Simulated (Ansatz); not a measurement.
The starting structures come from a database of crystals and need not be the phases stable at ambient conditions.

Crystal: SrGeO3 (P-62m, not sure to be the ambient phase, 15 atoms a cell, 16.6 Å³ an atom, -3 GPa at this level); planes in its conventional cell.

All values below come from PBEsol (plane waves, PAW; Ansatz, a program for electronic structure).

The gap is the functional's own. No spin-orbit coupling. Mid-gap values are interpolated on the energy grid.

| plane | area of the cell (Å²) | mid-gap κ (1/Å) | largest κ in the gap (1/Å) |
|---|---|---|---|
| (110) | 70.5 | 0.34 | 0.37 |
| (001) | 43.1 | (withheld) | (withheld) |

### Question
The slowest decay depends on the direction. Supply the withheld values.

### Answer

- (001), mid-gap κ (1/Å): 0.25
- (001), largest κ in the gap (1/Å): 0.25
